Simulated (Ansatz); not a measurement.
Consider the following.

```
CSi
1.0
    3.07351     0.00000     0.00000
    0.00000     5.04525     0.00000
    1.53675     0.00000     2.66174
Si C
2 2
Cartesian
  1.53675   2.52464   0.88725
  3.07351   0.00202   1.77449
  1.53675   0.62864   0.88725
  3.07351   3.15126   1.77449
```

Space group of this cell: P6_3mc, wurtzite. The cell is taken as given.

The numbers are results of r2SCAN (plane waves, PAW; Ansatz, an electronic-structure program), not measurements.

The current runs along the normal of the first two printed vectors; no spin-orbit coupling. Scaled by the factor s: the length along the current (ions clamped). Meshes 12×6×12 and 10×6 across the current in all rows.

```
s     mean pressure (GPa)  slowest mid-gap decay constant κ (1/Å)
----  -------------------  --------------------------------------
0.97                  8.1                                       ?
1.00                  0.4                                   0.258
1.03                 -5.9                                   0.236
```

Q: Take the slope of the slowest mid-gap decay constant κ against ln s from the two given rows, extrapolate to s = 0.97, and say what the run there gives.

A: Slope = (0.236 − 0.258) / ln 1.03 = -0.744 1/Å. The line gives 0.258 + (-0.744) × ln 0.97 = 0.281 1/Å. The run gives 0.272 1/Å, 0.009 1/Å under the line, 38 % of the predicted step.
